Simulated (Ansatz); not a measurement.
The starting structures come from a database of crystals and need not be the phases stable at ambient conditions.

By PBEsol, the system below comes out a metal.

Data:

```
CELL_PARAMETERS angstrom
      4.54939     0.00000     0.00000
      0.00000     6.43381     0.00000
      0.00000     3.21690     3.31341
ATOMIC_POSITIONS crystal
  Cr 0.50000 0.75000 0.25000
  Cr 0.50000 0.25000 0.75000
  Cr 0.00000 0.50000 0.25000
  Cr 0.00000 0.50000 0.75000
  Cr 0.25000 0.00000 0.50000
  Cr 0.75000 0.00000 0.50000
  Ge 0.00000 0.00000 0.00000
  Ge 0.50000 0.50000 0.00000
```

Space group of this cell: Cccm. The cell is strained (lengths along the current scaled by 1.03, ions clamped); by PBEsol its mean pressure is -9.8 GPa.

The current flows along the normal of the first two printed cell vectors. No spin-orbit coupling; the value is a mean over 0.1 eV about the Fermi level.

Task: Estimate the ballistic conductance per area that Ansatz (a quantum-chemistry and plane-wave program) with PBEsol returns for this system.

Result: 0.86 × 10¹⁵ S/m² for both spins.
